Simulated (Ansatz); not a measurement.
Consider B (space group R-3m, No. 166).

```xyz
12
Lattice="2.4492 1.4140 4.1709 -2.4492 1.4140 4.1709 0.0000 -2.8280 4.1709" Properties=species:S:1:pos:R:3 pbc="T T T"
B     -1.5786     0.9114     2.8118
B      1.5786    -0.9114     9.7009
B      0.0000    -1.8229     2.8118
B      0.0000     1.8229     9.7009
B      1.5786     0.9114     2.8118
B     -1.5786    -0.9114     9.7009
B     -1.0072     0.5815     4.4744
B      1.0072    -0.5815     8.0383
B      0.0000    -1.1631     4.4744
B      0.0000     1.1631     8.0383
B      1.0072     0.5815     4.4744
B     -1.0072    -0.5815     8.0383
```

Cartesian axes are those of the cell as printed.

Method: Kohn–Sham DFT with the r2SCAN functional, run in Ansatz (a first-principles code) with PAW and 500 eV plane waves, without spin-orbit coupling, earlier PAW set.

Strains are applied to the cell and any free atomic positions relax.

One change was made to it. Results:

The energy grows by 5.2 meV/atom; the pressure (mean of the normal stresses, compression positive) goes from zero to 7.39 GPa.

### Question
Which change produced these results?
(A) strain tensor (xx, yy, zz, yz, xz, xy) = (+0.17, +1.70, −1.11, +0.23, +0.15, +0.08) %
(B) uniaxial strain ε_xx = −4.37 %
(C) uniaxial strain ε_zz = +0.16 %
(D) isotropic strain −1.07 %
(E) isotropic strain +3.22 %

### Answer
D, isotropic strain −1.07 %. For comparison, the pressure in the other runs: uniaxial strain ε_xx = −4.37 % gives 10.58 GPa; uniaxial strain ε_zz = +0.16 % gives -0.38 GPa; isotropic strain +3.22 % gives -17.01 GPa; strain tensor (xx, yy, zz, yz, xz, xy) = (+0.17, +1.70, −1.11, +0.23, +0.15, +0.08) % gives -1.00 GPa.

No phonon test of stability was made.
